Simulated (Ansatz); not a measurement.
Checking a run of Ansatz (a program for electronic structure) on Mg14AlSb (Amm2, 16 atoms in the cell). The aim is a self-consistent single point with DFT, PBEsol, plane waves, default PAW files made with PBE.

Cell that was meant: a = 10.0812 Å, b = 6.2112 Å, c = 6.2112 Å, α = 61.09°, β = 90.00°, γ = 90.00°.

Part of the input:

Ansatz 0.2 input:
```yaml
  pseudopotentials: { kind: paw }
scf:
  occupations: { method: cold, width: 0.0073 Ry }
  max_iter: 40
  convergence: { dr2_threshold: 1.0e-22 eV }
output:
  forces: true
  eigenvalues: true
```

Output (repeated stretches shortened):

```
WARN ansatz: RAYON_NUM_THREADS=1 ignored (pool sized by the plan → 1); use --threads N
Pseudopotentials: kind: paw
   [... lines left out ...]
PAW frozen core: Sb, regenerated for the run's functional, and the local potential with it
Initial density: superposition of atomic densities (neutral atoms: chi_scale 0, normalization atom), corrected by the library's trained network
Initial wavefunctions: pseudopotential atomic-orbital guess
Eigensolver: davidson
Functional: x = pbesol(κ = 0.804, μ = 0.12345679012345678), c = pbesol(β = 0.046)
SCF iter   1: F=—  HF=-33701.520606 eV  |F-HF|=—  |Δ(HF+E_count)|=         —  Δρ=2.76e-3  dr2=3.07e-2  ethr=1.77e-3  ⟨swp⟩=9.9  Hψ=16699  notcnv=0  defer=6
all-band conjugate gradients solve this SCF's bands
preconditioner: auto → Kerker (q_TF=auto, 2.401 Å⁻¹)
SCF iter   2: F=—  HF=-33701.510877 eV  |F-HF|=—  |Δ(HF+E_count)|=   9.73e-3  S|Δr|=    0.00e0  Δρ=1.33e-3  dr2=1.09e-2  ethr=1.94e-5  ⟨swp⟩=3.0  Hψ=7736  notcnv=0  defer=8
   [... lines left out ...]
SCF iter  20: F=—  HF=-33701.507577 eV  |F-HF|=—  |Δ(HF+E_count)|=  7.28e-12  S|Δr|=    0.00e0  Δρ=4.12e-13  dr2=4.35e-22  ethr=9.19e-19 (applied; sched 1.00e-12)  ⟨swp⟩=1.0  Hψ=3397  notcnv=0  defer=308
SCF iter  21: F=—  HF=-33701.507577 eV  |F-HF|=—  |Δ(HF+E_count)|=    0.00e0  S|Δr|=    0.00e0  Δρ=2.41e-13  dr2=1.69e-22  ethr=9.19e-19 (applied; sched 1.00e-12)  ⟨swp⟩=1.0  Hψ=3397  notcnv=0  defer=308
SCF iter  22: F=-33701.507577 eV  HF=-33701.507577 eV  |F-HF|=0.00e0  |Δ(HF+E_count)|=    0.00e0  S|Δr|=    0.00e0  Δρ=4.78e-14  dr2=8.12e-24  ethr=1.00e-12  ⟨swp⟩=7.9  Hψ=8558  notcnv=0
SCF 1 converged in 22 iterations: F = -33701.507577 eV  dr2 = 8.12e-24
Stability not checked (fill_not_monotonic)
Free energy (F): -33701.507577 eV
Internal energy: -33701.509251 eV  (E = F + TS)
E sigma→0 (E₀):  -33701.508135 eV
Entropy (-TS):   0.001673 eV (0.105 meV/atom)
Fermi energy:    6.806684 eV
--- Forces (eV/Å), atoms counted from 1 ---
  atom   1  Mg    -0.00000000     0.00000000    -0.01647360
  atom   2  Mg    -0.00000000     0.00000000    -0.04613937
  atom   3  Mg     0.00000000    -0.02558409    -0.00786619
   [... lines left out ...]
  atom  16  Sb     0.00000000    -0.00000000     0.01391498
--- Stress (GPa, compression-positive) ---
        1.916912      -0.000000       0.000000
       -0.000000       1.587032      -0.000000
        0.000000      -0.000000       1.833827
  P = ⅓ Tr σ = 1.7793 GPa (17.793 kbar)
  The stress holds the Pulay correction. Without it, at fixed plane waves, as pw.x and ABINIT print it: P = 1.7718 GPa
```

**Question.** Is this run sound? If not, what is wrong?

**Answer.** The results can be used. The input holds a threshold far tighter than needed, beside a limit on iterations, which can do harm: each further decade of the residual costs iterations, and near the noise of double precision and of the grids the loop may never get there. Here it did none. The run converged in 22 iterations, and against the sound input the free energy is nearly the same (within 1 meV/atom), the pressure stays at 1.78 GPa and the largest force stays at 0.074 eV/Å. It cost iterations: the sound input took 7.

The sound input it was made from differs as follows (other fixes are possible):
```diff
-  max_iter: 40
-  convergence: { dr2_threshold: 1.0e-22 eV }
```

With that input, the run converged in 7 iterations: free energy E − TS (on the zero of these files) -33701.5076 eV; Fermi level (on the code's own zero) 6.81 eV; pressure 1.78 GPa; largest force (vector length) 0.074 eV/Å (DFT, PBEsol, plane waves, default PAW files made with PBE).

On the sound input: the starting cell comes from a database of computed structures (which also holds hypothetical and non-ambient phases and stackings), without a prior relaxation at this level. Its lattice was rescaled by a random factor within 2.5 % of one. Ansatz's pressure includes its estimate of the finite-basis (Pulay) stress. The run gives no clean gap (levels at the Fermi energy touch, overlap or are partly filled at this smearing), which alone does not show that the compound is a metal.
